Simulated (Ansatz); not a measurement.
## Band gap of pyrite PtAs₂ at several levels of theory

No measured value is used here.

| level (code) | value (eV) |
|---|---|
| LDA (Ansatz) | 0.20 |
| PBE (Ansatz) | 0.26 |
| HSE06 (Ansatz) | 0.74 |
| PBE0 (Ansatz) | 1.26 |

Computed values are for a static lattice. Spin–orbit coupling is included only where a level's name says +SOC; with heavier elements it mostly lowers gaps and can invert bands. The crystal itself was run without spin with LDA, PBE, HSE06, PBE0; a magnetic state was not tried in these runs. Values are at the measured cell (atoms relaxed with PBEsol). Cutoffs and k meshes differ between the levels. Ansatz's density-functional and Hartree–Fock values are scalar-relativistic unless marked +SOC, with PAW data made under PBE.

Ansatz is an electronic-structure program.
